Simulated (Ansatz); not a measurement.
Take MgB2 (space group P6/mmm, No. 191; a = 3.0753 Å, c = 3.5248 Å; relaxed with 0.1 eV smearing) as the base. Axes: x lies along a and z along c of the hexagonal cell.

All numbers come from PBE (Ansatz, an electronic-structure program, PAW, scalar-relativistic without spin-orbit coupling).

For the base:

| Property | Value |
|---|---|
| Shortest interatomic distance | 1.776 Å |

Modification: tensile biaxial strain of 1.50 % in the plane normal to [001], as in epitaxy on a mismatched substrate; the out-of-plane cell vector and the atoms relax.

Task: Predict the new in-plane stress and shortest interatomic distance.

Result: The mean in-plane stress (compression positive) comes out as -6.7 GPa; the shortest interatomic distance rises by 0.0266 Å to 1.802 Å.

No phonon test of stability was made. The final runs are not spin-polarised.
